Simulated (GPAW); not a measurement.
Input and output of a self-consistent single point for LiMg (Cm, 6 atoms in the cell) (GPAW)

Method of the run: PBEsol, GPAW PAW datasets PBEsol (made by gpaw-setup) (plane waves; GPAW).

Input as run:

```python
from ase import Atoms
from ase.units import GPa
from gpaw import GPAW, PW, FermiDirac

atoms = Atoms(['Li', 'Li', 'Li', 'Mg', 'Mg', 'Mg'],
              cell=[[5.616325, -1.573745, 0.000000],
                    [5.616325, 1.573745, 0.000000],
                    [-2.154947, 0.000000, 7.101187]],
              scaled_positions=[[0.388490, 0.388490, 0.277050],
                                [0.667240, 0.667240, 0.334630],
                                [0.054180, 0.054180, 0.608420],
                                [0.002500, 0.002500, 0.008870],
                                [0.333180, 0.333180, 0.660880],
                                [0.721090, 0.721090, 0.943480]],
              pbc=True)

calc = GPAW(mode=PW(800),
            xc='PBEsol',
            kpts=(7, 7, 3),
            occupations=FermiDirac(0.136),
            nbands=-12,
            convergence={'density': 1e-05, 'energy': 1e-05},
            symmetry={'symmorphic': False, 'tolerance': 0.0005},
            maxiter=150)

atoms.calc = calc

energy = atoms.get_potential_energy()
print('Energy (eV):', round(energy, 6))
forces = atoms.get_forces()
print('Forces (eV/Ang):')
print(forces.round(5))
stress = atoms.get_stress()
print('Stress (GPa, Voigt):', (stress / GPa).round(4))
```

Log, with long lists cut:

```
Input parameters:
  convergence: {density: 1e-05,
                energy: 1e-05}
  kpts: [7 7 3]
  maxiter: 150
  mode: {ecut: 800.0,
         name: pw}
  nbands: -12
  occupations: {fixmagmom: False,
                name: fermi-dirac,
                width: 0.136}
  symmetry: {symmorphic: False,
             tolerance: 0.0005}
  xc: PBEsol

species:
  Li:
    name: Lithium
    Z: 3.0
    valence: 1
    core: 2
    charge: 0.0
    file: Li.PBEsol.gz

    # Using partial waves for Li as LCAO basis

  Mg:
    name: Magnesium
    Z: 12.0
    valence: 10
    core: 2
    charge: 0.0
    file: Mg.PBEsol.gz

    # Using partial waves for Mg as LCAO basis

Reference energy: -16916.163614  # eV

Spin-paired calculation

Convergence criteria:
 Maximum [total energy] change in last 3 cyles: 1e-05 eV / valence electron
 Maximum integral of absolute [dens]ity change: 1e-05 electrons / valence electron
 Maximum integral of absolute [eigenst]ate change: 4e-08 eV^2 / valence electron
 Maximum number of scf [iter]ations: 150

Symmetries present (total): 2
Symmetries with fractional translations: 0
147 k-points: 7 x 7 x 3 Monkhorst-Pack grid
44 k-points in the irreducible part of the Brillouin zone
       k-points in crystal coordinates                weights
   0:     0.00000000    0.00000000    0.00000000          1/147
   1:     0.00000000    0.00000000    0.33333333          2/147
   2:     0.14285714   -0.14285714    0.00000000          2/147
   [... 7 lines left out ...]
          ...
  43:     0.42857143    0.42857143    0.33333333          2/147

Wave functions: Plane wave expansion
  Cutoff energy: 800.000 eV
  Number of coefficients (min, max): 6427, 6481
  Pulay-stress correction: 0.000000 eV/Ang^3 (de/decut=0.000000)

Occupation numbers: Fermi-Dirac:
  width: 0.1360  # eV

Eigensolver

Densities:
  Coarse grid: 40*40*49 grid
  Fine grid: 80*80*98 grid
  Total Charge: 0.000000

Density mixing:
  Method: separate
  Backend: pulay
  Linear mixing parameter: 0.05
  old densities: 5
  Damping of long wavelength oscillations: 50

Hamiltonian:
  XC and Coulomb potentials evaluated on a 80*80*98 grid
  External potential:
    NoExternalPotential

XC parameters: PBEsol with 2 nearest neighbor stencil

Number of atoms: 6
Number of atomic orbitals: 36
Number of bands in calculation: 28
Number of valence electrons: 33
Bands to converge: occupied

Density initialized from atomic densities
  28 bands from LCAO basis set

Atomic positions and initial magnetic moments

Positions:
   0 Li     3.766744    0.000000    1.967384    ( 0.0000,  0.0000,  0.0000)
   1 Li     6.773763    0.000000    2.376270    ( 0.0000,  0.0000,  0.0000)
   2 Li    -0.702528   -0.000000    4.320504    ( 0.0000,  0.0000,  0.0000)
   3 Mg     0.008967   -0.000000    0.062988    ( 0.0000,  0.0000,  0.0000)
   4 Mg     2.318333   -0.000000    4.693032    ( 0.0000,  0.0000,  0.0000)
   5 Mg     6.066602    0.000000    6.699828    ( 0.0000,  0.0000,  0.0000)

Unit cell:
           periodic     x           y           z      points  spacing
  1. axis:    yes    5.616325   -1.573745    0.000000    40     0.0755
  2. axis:    yes    5.616325    1.573745    0.000000    40     0.0755
  3. axis:    yes   -2.154947    0.000000    7.101187    49     0.1449

  Lengths:   5.832648   5.832648   7.420960
  Angles:  106.237324 106.237324  31.306704

Effective grid spacing dv^(1/3) = 0.1170

     iter     time        total  log10-change:
                         energy   eigst   dens
iter:   1 --:--:--   -12.320588
iter:   2 --:--:--   -12.079240   -0.41  -1.19
iter:   3 --:--:--   -11.658264   -1.49  -1.28
iter:   4 --:--:--   -11.644799   -2.55  -1.58
iter:   5 --:--:--   -11.621841   -2.10  -1.62
iter:   6 --:--:--   -11.622260   -2.93  -2.02
iter:   7 --:--:--   -11.613506   -3.71  -2.19
iter:   8 --:--:--   -11.611461   -4.49  -2.60
iter:   9 --:--:--   -11.611469   -4.88  -2.76
iter:  10 --:--:--   -11.611413c  -5.57  -3.00
iter:  11 --:--:--   -11.611192c  -5.23  -3.07
iter:  12 --:--:--   -11.611205c  -6.27  -3.58
iter:  13 --:--:--   -11.611187c  -6.80  -3.66
iter:  14 --:--:--   -11.611158c  -7.00  -3.73
iter:  15 --:--:--   -11.611161c  -7.55c -3.89
iter:  16 --:--:--   -11.611178c  -7.02  -3.95
iter:  17 --:--:--   -11.611179c  -8.09c -4.30
iter:  18 --:--:--   -11.611178c  -8.11c -4.38
iter:  19 --:--:--   -11.611179c  -8.93c -4.69
iter:  20 --:--:--   -11.611179c  -8.86c -4.73
iter:  21 --:--:--   -11.611179c  -9.44c -4.91
iter:  22 --:--:--   -11.611177c  -9.05c -4.99
iter:  23 --:--:--   -11.611177c  -9.93c -5.48c

Converged after 23 iterations.

Dipole moment: (-1.892897, 0.000000, 3.635691) |e|*Ang

Energy contributions relative to reference atoms: (reference = -16916.163614)

Kinetic:         +2.510667
Potential:       +2.166435
External:        +0.000000
XC:             -16.084144
Entropy (-ST):   -0.160551
Local:           -0.123860
SIC:             +0.000000
--------------------------
Free energy:    -11.691453
Extrapolated:   -11.611177

Showing only first 2 kpts
 Kpt  Band  Eigenvalues  Occupancy
  0    14     -0.19292    2.00000
  0    15      0.81017    1.99977
  0    16      0.91871    1.99949
  0    17      1.62695    1.91062

  1    14      0.55945    1.99996
  1    15      0.78557    1.99981
  1    16      1.30126    1.99150
  1    17      2.12796    0.69882

Fermi level: 2.04342

No gap
No difference between direct/indirect transitions
Energy (eV): -11.611177

Forces in eV/Ang:
  0 Li   -0.00947    0.00000   -0.05215
  1 Li    0.03696    0.00000    0.03008
  2 Li   -0.04107    0.00000   -0.00564
  3 Mg   -0.01424    0.00000    0.03813
  4 Mg    0.02631    0.00000    0.07551
  5 Mg    0.00156    0.00000   -0.08594

Stress tensor:
    -0.003541     0.000000    -0.000400
     0.000000     0.000396     0.000000
    -0.000400     0.000000     0.000690
Stress (GPa, Voigt): [-0.5673  0.0635  0.1105  0.     -0.0642  0.    ]
```

The run converged in 23 iterations. GPAW prints stress with tension positive.

The starting cell comes from a database of computed structures (which also holds hypothetical and non-ambient phases and stackings), without a prior relaxation at this level.

Cost on one core of a shared machine: roughly 3 min.
